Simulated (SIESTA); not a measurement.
A self-consistent single point of CaPbF6 (P1, 8 atoms in the cell) with SIESTA.

Computed with GGA PBEsol with spin-orbit coupling, numerical atomic orbitals TZP, PseudoDojo PBEsol fully relativistic norm-conserving potentials (rewritten from UPF to PSML) in SIESTA.

```
CaPbF6
1.0
    0.00000     4.31698     4.31698
    4.31698     0.00000     4.31698
    4.31698     4.31698     0.00000
Ca Pb F
1 1 6
Direct
  0.49712   0.49737   0.50273
  0.00286   0.00394   0.99268
  0.76011   0.75670   0.24220
  0.23339   0.24173   0.76101
  0.23374   0.76014   0.76066
  0.76277   0.23862   0.24388
  0.76050   0.24299   0.75617
  0.24951   0.75851   0.24069
```

Reference input (self-consistent single point, DFT, GGA PBEsol, numerical atomic orbitals TZP, PseudoDojo PBEsol standard norm-conserving potentials (rewritten from UPF to PSML)): XC.functional = GGA; XC.authors = PBEsol; potentials = PseudoDojo PBEsol standard; PAO.BasisSize = TZP; PAO.EnergyShift = 0.01 Ry; MeshCutoff = 350 Ry; kgrid.MonkhorstPack = 3 3 3; OccupationFunction = FD; ElectronicTemperature = 116.05 K; MaxSCFIterations = 150; SCF.Mixer.Method = Pulay; SCF.Mixer.Weight = 0.25. This run's input differs from it in these lines:

```diff
@@ -1,2 +1,2 @@
-# files in the folder: Ca.psml Pb.psml F.psml (PseudoDojo PBEsol standard)
+# files in the folder: Ca.psml Pb.psml F.psml (PseudoDojo PBEsol fully relativistic)
 SystemName  CaPbF6
@@ -41,2 +41,13 @@
 ElectronicTemperature        116.05 K
+Spin                         spin-orbit
+%block DM.InitSpin
+  1 0.00 0.00 0.00
+  2 0.00 0.00 0.00
+  3 0.00 0.00 0.00
+  4 0.00 0.00 0.00
+  5 0.00 0.00 0.00
+  6 0.00 0.00 0.00
+  7 0.00 0.00 0.00
+  8 0.00 0.00 0.00
+%endblock DM.InitSpin
```

Output, abridged:

```
        iscf     Eharris(eV)        E_KS(eV)     FreeEng(eV)     dDmax    Ef(eV) dHmax(eV)
   scf:    1    -6967.305388    -6966.029134    -6966.029134  0.957991 -8.218468  8.579538
     spin moment: {S} , |S| = {   -0.00000    0.00000    0.00000 }     0.00000
   scf:    2    -6970.911216    -6968.892444    -6968.892444  0.054532 -8.436840  4.257190
     spin moment: {S} , |S| = {   -0.00000    0.00000    0.00000 }     0.00000
   scf:    3    -6969.630137    -6969.413761    -6969.413761  0.033642 -5.788124  1.159994
     spin moment: {S} , |S| = {    0.00000    0.00000    0.00000 }     0.00000
   [... lines left out ...]
     spin moment: {S} , |S| = {   -0.00000   -0.00000    0.00000 }     0.00000
   scf:    8    -6969.452110    -6969.452465    -6969.452465  0.000388 -6.593618  0.004213
     spin moment: {S} , |S| = {   -0.00000   -0.00000   -0.00000 }     0.00000
   scf:    9    -6969.452469    -6969.452466    -6969.452466  0.000233 -6.591892  0.001005
     spin moment: {S} , |S| = {   -0.00000    0.00000   -0.00000 }     0.00000
   scf:   10    -6969.452462    -6969.452466    -6969.452466  0.000027 -6.591646  0.000489
     spin moment: {S} , |S| = {    0.00000    0.00000    0.00000 }     0.00000
SCF Convergence by DM+H criterion
max |DM_out - DM_in|         :     0.0000274839
max |H_out - H_in|      (eV) :     0.0004891488
SCF cycle converged after 10 iterations

Using DM_out to compute the final energy and forces

siesta: E_KS(eV) =            -6969.4525

siesta: E_KS - E_eggbox =     -6969.4525

siesta: Atomic forces (eV/Ang):
     1    0.004547    0.082728    0.177819
     2    0.631395    0.871900   -1.483941
     3    0.016220   -0.001986    0.657825
     4   -0.013680    0.010157    0.633948
     5   -0.100285    0.022560    0.019023
     6   -0.515328   -0.020691   -0.009614
     7    0.024491    0.108653   -0.014564
     8   -0.029736   -1.051474    0.007536
   Tot    0.017625    0.021847   -0.011967
   Max    1.483941
   Res    0.484372    sqrt( Sum f_i^2 / 3N )
   Max    1.483941    constrained

   [... lines left out ...]
siesta: FreeEng =     -6969.452466
   [... lines left out ...]
siesta:     0.005388    0.000638    0.000112
siesta:     0.000638    0.009429   -0.000251
siesta:     0.000112   -0.000251    0.001946

siesta: Cell volume =        160.905769 Ang**3

siesta: Pressure (static):
siesta:                Solid            Molecule  Units
siesta:          -0.00006085         -0.00013686  Ry/Bohr**3
siesta:          -0.00558738         -0.01256597  eV/Ang**3
siesta:          -8.95196779        -20.13289625  kBar
```

The run converged in 10 iterations. Against the reference run the pressure goes from -0.77 to -0.90 GPa, the largest force goes from 1.857 to 1.833 eV/Å and the gap on the mesh goes from 3.066 to 3.076 eV. The full log also holds: “initDM: WARNING: atom 1 has a closed-shell and cannot be polarized”.

The starting cell comes from a database of computed structures (which also holds hypothetical and non-ambient phases and stackings), without a prior relaxation at this level. Its atoms were displaced at random from the sites of space group no. 225. Values carry the incompleteness of an atom-centred basis. The basis of the alkali or alkaline-earth atoms may lack their empty d shell, which can raise the gap. Forces in this geometry exceed 1 eV/Å.

Cost on one core of a shared machine: roughly 50 s.
